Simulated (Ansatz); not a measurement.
The starting structures come from a database of crystals and need not be the phases stable at ambient conditions.

By PBEsol, the system below comes out a metal.

Without scattering a metal conducts by its projected Fermi surface.

Input:

```
BiGa
1.0
    4.50097     0.00000     0.00000
   -2.25048     3.89795     0.00000
    2.25048    -1.29932     3.78528
Ga Bi
1 1
Direct
  0.25000   0.75000   0.25000
  0.00000   0.00000   0.00000
```

Space group of this cell: R3m. The cell is strained (lengths along the current scaled by 1.03, ions clamped); by PBEsol its mean pressure is -1.7 GPa.

The current flows along the normal of the first two printed cell vectors, the (111) (indices of the unstrained crystal) plane of the conventional cell. No spin-orbit coupling; the value is a mean over 0.1 eV about the Fermi level.

Q: Predict the ballistic conductance per area from PBEsol in Ansatz (an electronic-structure program).

A: 0.088 × 10¹⁵ S/m² for both spins.
